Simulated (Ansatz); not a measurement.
The starting structures come from a database of crystals and need not be the phases stable at ambient conditions.

 Where the default PAW files enter, the runs use the earlier of Ansatz's two default sets.

Inside the gap of an insulator the Bloch states are evanescent, with a wavenumber k + iκ along the transport direction.

Given:

```
CELL_PARAMETERS angstrom
      5.41914     0.00000     0.00000
      2.22882     7.45679     0.00000
      0.84753    -1.87310     5.01401
ATOMIC_POSITIONS crystal
  Mg 0.50000 0.00000 0.00000
  Mg 0.00000 0.50000 0.50000
  H  0.96778 0.20412 0.13298
  H  0.03222 0.79588 0.86702
  H  0.13298 0.29588 0.96778
  H  0.86702 0.70412 0.03222
  Se 0.41543 0.75000 0.41543
  Se 0.58457 0.25000 0.58457
  O  0.28169 0.58325 0.32009
  O  0.71831 0.41675 0.67991
  O  0.32009 0.91675 0.28169
  O  0.67991 0.08325 0.71831
  O  0.31555 0.84912 0.75005
  O  0.68445 0.15088 0.24995
  O  0.75005 0.65088 0.31555
  O  0.24995 0.34912 0.68445
  O  0.87723 0.75000 0.87723
  O  0.12277 0.25000 0.12277
```

Space group of this cell: C2/c. The cell is taken as given; by r2SCAN its mean pressure is -6.1 GPa.

Transport runs along the normal of the first two printed cell vectors.

The gap is the functional's own. No spin-orbit coupling. Mid-gap values are interpolated on the energy grid.

Question: State the band gap and the smallest decay constant κ at mid-gap according to r2SCAN (Ansatz, a first-principles code).

Answer: Gap 4.08 eV on a 6×6×6 mesh; κ = 0.380 1/Å, at the zone centre.
